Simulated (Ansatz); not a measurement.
Consider NaZnCl3 in the cubic perovskite structure (space group Pm-3m, No. 221; a = 4.913 Å; a hypothetical phase, not in the database extracts checked). Axes: x, y, z lie along the cube axes.

Method: plane-wave PAW DFT at the PBE level (Ansatz, a first-principles code, 420 eV), spin-orbit coupling left out.

Base values:

| Property | Value |
|---|---|
| Band gap | 1.58 eV |
| Pressure | 0.00 GPa |

Perturbation: tensor shear ε_yz = −3.75 % (engineering shear γ = -0.0750); the atoms relax in the strained cell.

Question: What happens to the band gap and pressure?

Answer: The band gap decreases by 0.21 eV (1.58 eV → 1.37 eV); the pressure (mean of the normal stresses, compression positive) goes from zero to 0.08 GPa.

Stability against distortions was not tested. Many cubic perovskites are stable only at high temperature; tilts and polar distortions were not tested.
